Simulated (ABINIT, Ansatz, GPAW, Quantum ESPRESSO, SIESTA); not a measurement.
# One structure in several programs: Mo (Im-3m, 1 atom in the cell)

Self-consistent single point.

```
Mo
1.0
   -1.55784     1.55784     1.55784
    1.55784    -1.55784     1.55784
    1.55784     1.55784    -1.55784
Mo
1
Direct
  0.00000   0.00000   0.00000
```

All programs got the same cell, k-point mesh and kind of occupations (in Ansatz's words: kpoints.mp_grid.grid = 10 10 10; scf.occupations.method = gaussian; scf.occupations.width = 0.0037 Ry); potentials, basis and cutoffs are each program's usual ones.

```csv
code,model,pressure (GPa),k-points,cutoff
Ansatz,"PBE, PAW files",11.52,47,default
Quantum ESPRESSO,"PBE, SSSP 1.1.2 precision (PBE) pseudopotentials",11.37,47,75 Ry
SIESTA,"GGA PBE, numerical atomic orbitals DZP, PseudoDojo PBE standard norm-conserving potentials (rewritten from UPF to PSML)",13.26,560,grid 350 Ry
GPAW,"PBE, GPAW PAW datasets PBE (gpaw-data 1.0.1)",10.95,47,550 eV
ABINIT,"PBE, norm-conserving pseudopotentials (PseudoDojo nc-sr-05 PBE standard)",11.81,47,40 Ha
```

The spread over the programs that give each value: pressure within 2.31 GPa.

The starting cell comes from a database of computed structures (which also holds hypothetical and non-ambient phases and stackings), without a prior relaxation at this level. Its lattice was rescaled by a random factor within 2.5 % of one. On Ansatz's run: Spin polarisation is off. In the base run, with a pressure of about 12 GPa the cell is away from its equilibrium volume at this level.

Question: Why do the programs differ, and what cannot be compared?

Answer: Differences of this kind can come from the potentials, where these differ, and from what each basis and cutoff leave unconverged. The zero of total energies and Fermi levels follows the potentials and each program's conventions, so they are not compared here. SIESTA uses small atom-centred bases, whose incompleteness enters pressures, forces and empty levels differently from a plane-wave cutoff. Ansatz's pressure is given at a fixed set of plane waves, as the other plane-wave codes print theirs; with its correction for the finite basis it is 11.57 GPa. Ansatz's smearing width was typed in Ry to four decimals, so it matches the others to a few per cent. The programs reduce the same mesh by symmetry to different extents, which changes the work and not the result. In the pressure, SIESTA (by 1.81) lies more than 1 GPa from the median of the plane-wave programs.

Left out of this page: Elk and FLEUR (not drawn, or without a comparable value).

Ansatz is a program for electronic structure.

Keys are those of Ansatz 0.2.
